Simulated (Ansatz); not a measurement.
Band structure of CoSi (P2_13, 8 atoms in the cell).

```xyz
8
Lattice="4.3367 0.0000 0.0000 0.0000 4.3367 0.0000 0.0000 0.0000 4.3367" Properties=species:S:1:pos:R:3 pbc="T T T"
Co     3.7039     2.8010     1.5356
Co     2.8010     1.5356     3.7039
Co     1.5356     3.7039     2.8010
Co     0.6327     0.6327     0.6327
Si     0.6789     1.4895     2.8472
Si     1.4895     2.8472     0.6789
Si     2.8472     0.6789     1.4895
Si     3.6578     3.6578     3.6578
```

Method: PBE (plane waves, PAW; Ansatz, a quantum-chemistry and plane-wave program).

Settings: kpoints.mp_grid.grid = 10 10 10; kpoints.mp_grid.shift = 0.5 0.5 0.5; hamiltonian.xc = pbe; hamiltonian.pseudopotentials = {kind: paw} (the program's default PAW files); scf.occupations.method = fermi_dirac; scf.occupations.width = 0.1 eV; kpoints.band_path.npoints = 10.

The starting cell comes from a database of computed structures (which also holds hypothetical and non-ambient phases and stackings), without a prior relaxation at this level. Its lattice was rescaled by a random factor within 2.5 % of one. Spin polarisation is off.

Levels in eV from the Fermi level, bands 39 to 46:
| point | 39 | 40 | 41 | 42 | 43 | 44 | 45 | 46 |
|---|---|---|---|---|---|---|---|---|
| Γ | -0.95 | -0.95 | -0.10 | -0.10 | -0.10 | 2.70 | 2.70 | 2.70 |
| X | -0.80 | -0.80 | -0.63 | -0.63 | 0.99 | 0.99 | 1.62 | 1.62 |
| M | -1.19 | -1.19 | -0.14 | -0.14 | 0.57 | 0.57 | 2.16 | 2.16 |
| R | -1.45 | -1.45 | -0.33 | -0.33 | -0.33 | -0.33 | 5.73 | 5.73 |

Bands cross the Fermi level along this path, so the cell is metallic at this level.

Keys are those of Ansatz 0.2.
